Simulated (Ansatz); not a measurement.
For Sb2TeO2 (model structure, started from the La2SO2 type, P-3m1, No. 164, 5 atoms in the cell), PBEsol (plane waves, PAW; Ansatz, a program for electronic structure) gives:

```
Item                                   Value
------------------------------  ------------
equilibrium lattice constant a       3.964 Å
lattice parameter c                  7.065 Å
bulk modulus                        83.9 GPa
cohesive energy                 3.88 eV/atom
band gap                             0.04 eV
```

### Question
What does r²SCAN (Ansatz, plane waves, PAW) give for the same quantities?

### Answer

- lattice constant a: 4.027 Å (rises by 1.6 %)
- lattice parameter c: 7.032 Å (drops by 0.5 %)
- bulk modulus: 75.5 GPa (falls by 10 %)
- cohesive energy: 3.26 eV/atom (decreases by 0.62 eV/atom)
- band gap: 0.00 eV (decreases by 0.04 eV)

Changes are worked out from the printed values.

Unless a cell is named, each level is at its own relaxed cell (PBEsol 19.23, r²SCAN 19.75 Å³/atom).

Levels without +SOC leave out spin–orbit coupling, which shifts energies and cells of such heavy elements.

Spin–orbit coupling is included only where a level's name says +SOC; with heavier elements it mostly lowers gaps and can invert bands. A gap of zero means that the bands touch or overlap. Density-functional gaps are differences of (generalised) Kohn–Sham levels.

Caveats: the bulk modulus is −V dP/dV from two relaxed cells at ±2 % in volume (PBEsol, r²SCAN). Ansatz's density-functional and Hartree–Fock values are scalar-relativistic unless marked +SOC, with PAW data made under PBE.

A model structure was made by putting elements into a prototype or built by hand; it is no filed structure, need not be a known phase, and can be a saddle point held by its symmetry.
